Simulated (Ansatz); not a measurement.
**LaWN3 (R3c, No. 161, 10 atoms in the cell; start mp-989524)**

Level of theory: PBEsol+SOC (Ansatz, a quantum-chemistry and plane-wave program, plane waves, PAW).

Run with plane-wave cutoff 520 eV, 6×6×6 k mesh, Fermi–Dirac smearing 0.01 eV, PAW data made under PBE.

Cell (relaxed with PBEsol):

Space group R3c, hexagonal axes (No. 161); a = 5.6478 Å, b = 5.6478 Å, c = 13.7292 Å, α = 90.00°, β = 90.00°, γ = 120.00°

| atom | site | symmetry | x | y | z |
|---|---|---|---|---|---|
| La | 6a | 3. | 0.0000 | 0.0000 | 0.0368 |
| W | 6a | 3. | 0.0000 | 0.0000 | 0.2855 |
| N | 18b | 1 | 0.0026 | 0.5527 | 0.0531 |
(The calculation used a cell of 10 atoms; values per cell refer to that cell.)

```json
{
 "band_gap": "0.95 eV (indirect)",
 "smallest_direct_gap_on_the_k_points_sampled": "1.16 eV",
 "Γ–Γ gap": "1.23 eV"
}
```

Note: cell and atoms aren't relaxed at this level (pressure -0.3 GPa).

Computed values are for the static lattice.

Computing time: about 2.1 core-minutes (a rough figure).

A start named mp-… is a Materials Project structure, which need not be a measured phase.
